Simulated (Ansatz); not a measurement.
Reference: YAl3 (Pm-3m), PBEsol, DFPT electron-phonon coupling, linearised Boltzmann equation (plane waves, PAW, scalar-relativistic; Ansatz, an electronic-structure program); geometry: relaxed with this functional, without spin-orbit coupling.

```cif
data_Al3Y
_chemical_formula_sum 'Y1 Al3'
_space_group_name_H-M_alt 'Pm-3m'
_space_group_IT_number 221
_space_group_name_Hall '-P 4 2 3'
_cell_length_a 4.22137
_cell_length_b 4.22137
_cell_length_c 4.22137
_cell_angle_alpha 90.000
_cell_angle_beta 90.000
_cell_angle_gamma 90.000
loop_
_atom_site_label
_atom_site_type_symbol
_atom_site_symmetry_multiplicity
_atom_site_Wyckoff_symbol
_atom_site_fract_x
_atom_site_fract_y
_atom_site_fract_z
_atom_site_occupancy
Y1 Y 1 a 0.00000 0.00000 0.00000 1
Al1 Al 3 c 0.00000 0.50000 0.50000 1
```

* **resistivity at 300 K**: 8.3 μΩ·cm

Task: Replace Al by In on the same sites and relax. What happens?

Result: YIn3 (Pm-3m): volume per atom 18.8 to 23.9 Å³; resistivity at 300 K rises (8.3 μΩ·cm to 12.6 μΩ·cm).

Task: Replace Y by Lu on the same sites and relax. What happens?

Result: LuAl$_{3}$ (Pm-3m): volume per atom 18.8 to 17.8 Å³; resistivity at 300 K stays about the same (8.3 μΩ·cm to 7.5 μΩ·cm).

Task: Replace Y by Sc on the same sites and relax. What happens?

Result: ScAl₃ (Pm-3m): volume per atom 18.8 to 16.9 Å³; resistivity at 300 K falls (8.3 μΩ·cm to 6.4 μΩ·cm).

Moves up to 15 % count as about the same. Metals; harmonic phonons alone scatter; means over directions. Halving the electron mesh moves these values by up to 10 %; q meshes are mostly untested. Some of the runs warned that the eigensolver left states short of its tolerance. Spin-orbit coupling is left out.

Formula and space group known from diffraction (Crystallography Open Database), not checked to be the room-temperature form: YIn3 (Pm-3m). Computed structure with no diffraction record at hand here (it may be known, metastable or hypothetical): LuAl3 (Pm-3m), ScAl3 (Pm-3m), YAl3 (Pm-3m). The missing spin-orbit coupling matters most for LuAl3 (Pm-3m).
